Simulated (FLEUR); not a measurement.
FLEUR run on Co₂As (P-6m2, 3 atoms in the cell): self-consistent single point.

Computed with LDA (Perdew-Zunger), all-electron FLAPW (FLEUR), scalar-relativistic valence in FLEUR.

```
Co2As
1.0
    3.84943     0.00000     0.00000
   -1.92471     3.33370     0.00000
    0.00000     0.00000     2.71385
Co As
2 1
Direct
  0.66667   0.33333   0.00000
  0.33333   0.66667   0.50000
  0.00000   0.00000   0.50000
```
Moments meant for the start (each program seeds them in its own way; μB, in the order of the atoms Co Co As): 3.0 3.0 0.0.

Reference input (self-consistent single point, DFT, PBEsol, all-electron FLAPW (FLEUR), scalar-relativistic valence): Kmax = 4.1 1/bohr; GmaxXC = 12.3 1/bohr; xcFunctional = PBEs; jspins = 2; l_soc = F; mode = hist; fermiSmearingEnergy = 0.00367493 Htr; mesh (inpgen div1-3) = 7 7 8; inpgen gamma flag = true; Gmax = 12.3 1/bohr; numbands = 0; maxIterBroyd = 25. This run's input differs from it in these lines:

```diff
@@ -15,3 +15,3 @@
 &comp jspins=2 /
-&exco xctyp='PBEs' /
+&exco xctyp='pz' /
 &kpt div1=7 div2=7 div3=8 gamma=t /
@@ -28,3 +28,3 @@
       <coreElectrons ctail="T" frcor="F" kcrel="0" coretail_lmax="0"/>
-      <xcFunctional name="PBEs" relativisticCorrections="F"/>
+      <xcFunctional name="pz" relativisticCorrections="F"/>
       <magnetism jspins="2"/>
```

Output (repeated stretches shortened):

```
 Iteration:     1   Distance:      45.03762709 me/bohr^3
 Iteration:     2   Distance:      42.34432739 me/bohr^3
 Iteration:     3   Distance:      36.62642091 me/bohr^3
 Iteration:     4   Distance:      19.93414058 me/bohr^3
 Iteration:     5   Distance:       9.13519484 me/bohr^3
   [... 24 lines left out ...]
 Iteration:    30   Distance:       0.00005637 me/bohr^3
 Iteration:    31   Distance:       0.00003640 me/bohr^3
 Iteration:    32   Distance:       0.00002455 me/bohr^3
 Iteration:    33   Distance:       0.00000555 me/bohr^3
 Run finished successfully
 Stop message:
   Structural relaxation: Done

[file out, last iteration]
             iter=     34
[...]
          total density-effective poten   -8.0218016622E+03
          total charge density-energy d   -1.9559775148E+02
 Updated energy parameters for spin:           1
 Updated energy parameters for spin:           2
[...]
 fermi energy and band-weighting factors:
    1.172328    1.176699    1.176699

[...]
FERMIE:
          first approx. to ef    (T=0)  :   0.448757 htr   (energy of the highest occ. eigenvalue)
          number of occ. states  (T=0)  :       1784
          first approx. to seigv (T=0)  : -21.531810 htr
          sum of weights of occ. states :  45.005102
          sum of semicore charge        :   0.000000 e
FERHIS:  Fermi-Energy by histogram:
   [... lines left out ...]
          bandgap                     :   0.000009 htr
          charge neutrality (T=0)     :   0.005102    (zero if the highest occ. eigenvalue is "entirely" occupied)
     EF_NEWTON:  Adjust Fermi-Energy by Newton-Method.
 Direct bandgap for spin            1 :    4.3056372757879213E-003  Htr
 Direct bandgap for spin            2 :    4.9761341432104089E-003  Htr
 ---->    free energy=                     -5040.3463398475 htr
   [... lines left out ...]
 TOTAL FORCE FOR ATOM TYPE=  1  X= -3.637   Y=  2.100   Z=  0.000
                       FX_TOT= 0.000000 FY_TOT= 0.000000 FZ_TOT= 0.000000
 TOTAL FORCE FOR ATOM TYPE=  2  X=  3.637   Y= -2.100   Z=  2.564
                       FX_TOT= 0.000000 FY_TOT= 0.000000 FZ_TOT= 0.000000
 TOTAL FORCE FOR ATOM TYPE=  3  X=  0.000   Y=  0.000   Z=  2.564
                       FX_TOT= 0.000000 FY_TOT= 0.000000 FZ_TOT= 0.000000
 Structural relaxation: Done
```

The run converged in 33 iterations. FLEUR gives forces in its relaxation mode, with a further iteration, so its stop message speaks of a relaxation. Against the reference run the size of the net moment goes from 0.49 to 0.43 μB/atom.

The starting cell comes from a database of computed structures (which also holds hypothetical and non-ambient phases and stackings), without a prior relaxation at this level. Its lattice was rescaled by a random factor within 2.5 % of one. The magnetic order is the one reached from the typed start; others were not searched systematically. Values depend on the basis (sphere radii, cutoffs, local orbitals), which need not be converged. The log's line on a gap gives a spacing of levels on this mesh, which the program prints for metals too.

Cost on one core of a shared machine: roughly 5 min.
